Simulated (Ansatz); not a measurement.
ZnO (model structure, within 0.1 Å of P6₃/mmc, No. 194, 8 atoms in the cell) was calculated with PBEsol (Ansatz, an electronic-structure program, plane waves, PAW).

Run with plane-wave cutoff 500 eV, 10×16×8 k mesh (along the axes of the cell as run), Fermi–Dirac smearing 0.05 eV, scalar-relativistic PAW data made under PBE.

Cell (relaxed at this level):

ZnO is modelled in the hexagonal space group P6₃/mmc (No. 194), the NiAs type structure, Pearson symbol hP4. Lattice parameters: a = 2.977 Å, b = 2.977 Å, c = 5.118 Å, α = 90.00°, β = 90.00°, γ = 120.00°. Zn on 2a has 6 O at 2.143 Å (octahedral). O on 2d is surrounded by 6 Zn at 2.143 Å (trigonal prismatic). (Neighbours: up to the widest gap in distance over summed covalent radii, below 1.35, at either atom; cation-cation and far metal-metal contacts left out.)
(The calculation used a cell of 8 atoms; values per cell refer to that cell.)

Task: Give the computed band gap.

Result: 
band gap: 0.69 eV (on the SCF k mesh)

The computed numbers hold no vibrational or temperature effects.

A model structure was made by putting elements into a prototype or built by hand; it is no filed structure, need not be a known phase, and can be a saddle point held by its symmetry.
